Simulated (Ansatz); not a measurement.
This Ansatz (a first-principles code) input is the reference run, Mo in the diamond structure (space group Fd-3m, No. 227; a hypothetical phase, not in the database extracts checked), computed with PBE, PAW, 420 eV (Ansatz; no spin-orbit coupling):

Ansatz 0.2 input:
```yaml
crystal:
  lattice:
    - [0, 2.8437136804, 2.8437136804]
    - [2.8437136804, 0, 2.8437136804]
    - [2.8437136804, 2.8437136804, 0]
  atoms:
    - { symbol: Mo, position: [0.25, 0.25, 0.25] }
    - { symbol: Mo, position: [0, 0, 0] }
basis: { ecutwfc: 420, ecutrho_ratio: 4, xc_grid: 2, fft_grid_basis: typed }
kpoints: { mp_grid: { grid: [14, 14, 14] } }
hamiltonian:
  xc: pbe
  dispersion: none
  pseudopotentials: { kind: paw }
scf: { occupations: { method: fermi_dirac, width: 0.05 }, convergence: { dr2_threshold: 0.0000000002 } }
output: { forces: true, stress: true }
checkpoint: { write: state.ck, write_every: 1000 }
```

Task: Write the input for this change: a free-standing slab of 7 layers (14 atoms, 2 a layer) is cut normal to [110], with 15 Å of vacuum and the in-plane cell held at bulk.

Result: 
Ansatz 0.2 input:
```yaml
crystal:
  lattice:
    - [4.0216184543, 0, 0]
    - [0, 5.6874273608, 0]
    - [0, 0, 27.064855363]
  atoms:
    - { symbol: Mo, position: [0.75, 1, 0.2771121404] }
    - { symbol: Mo, position: [0.25, 0.25, 0.2771121404] }
    - { symbol: Mo, position: [1.25, 1.5, 0.3514080936] }
    - { symbol: Mo, position: [0.75, 0.75, 0.3514080936] }
    - { symbol: Mo, position: [1.75, 2, 0.4257040468] }
    - { symbol: Mo, position: [1.25, 1.25, 0.4257040468] }
    - { symbol: Mo, position: [2.25, 2.5, 0.5] }
    - { symbol: Mo, position: [1.75, 1.75, 0.5] }
    - { symbol: Mo, position: [2.75, 3, 0.5742959532] }
    - { symbol: Mo, position: [2.25, 2.25, 0.5742959532] }
    - { symbol: Mo, position: [3.25, 3.5, 0.6485919064] }
    - { symbol: Mo, position: [2.75, 2.75, 0.6485919064] }
    - { symbol: Mo, position: [3.75, 4, 0.7228878596] }
    - { symbol: Mo, position: [3.25, 3.25, 0.7228878596] }
basis: { ecutwfc: 420, ecutrho_ratio: 4, xc_grid: 2, fft_grid_basis: typed }
kpoints: { mp_grid: { grid: [12, 8, 1] } }
hamiltonian:
  xc: pbe
  dispersion: none
  pseudopotentials: { kind: paw }
scf: { occupations: { method: fermi_dirac, width: 0.05 }, convergence: { dr2_threshold: 0.0000000014 } }
relax: { f_tol: 0.01, max_steps: 50 }
output: { forces: true, stress: true }
checkpoint: { write: state.ck, write_every: 1000 }
```
This is the input that was run; other choices of cell and start would serve too.

Stability against distortions was not tested. The final runs are not spin-polarised.
